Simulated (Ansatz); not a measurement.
Cu on the 1x1 (111) surface of fcc Al, one in a 2x2 cell, energies for each (28.3 Å²). Energies are against an atom of fcc Cu, without zero-point or thermal terms; each row is named by its start.

Method: PBE (plane waves to 420 eV, PAW; Ansatz, an electronic-structure program).

Set-up: 17 atoms, 7.0 Å thick at the start under the adsorbate (thin: gaps and levels are the slab's own); mesh 6x6x1; 0.1 eV smearing; dipole correction on; 8 atoms held, the rest relaxed; each run with such symmetry as its start has; no spin, no spin-orbit, no U, no dispersion correction.

A negative adsorption energy means that the adsorbate is more stable on the surface than in its reference. Starts that drift may end in the same place. Heights count from the host atoms within 0.3 Å of the top one.

```csv
starting site,E_ads (eV),height (Å),nearest host atom (Å),bonded to,Δ work function (eV),lateral drift (Å)
top Al,1.55,2.05,Al 2.27,Al,-0.08,0.0
hollow Al-Al-Al over Al at depth 2.3 Å,0.79,1.71,Al 2.41,3 Al,-0.10,0.0
hollow Al-Al-Al over Al at depth 4.6 Å,0.77,1.71,Al 2.42,3 Al,-0.14,0.0
bridge Al-Al (span 2.9 Å),0.77,1.71,Al 2.42,3 Al,-0.14,0.8
```
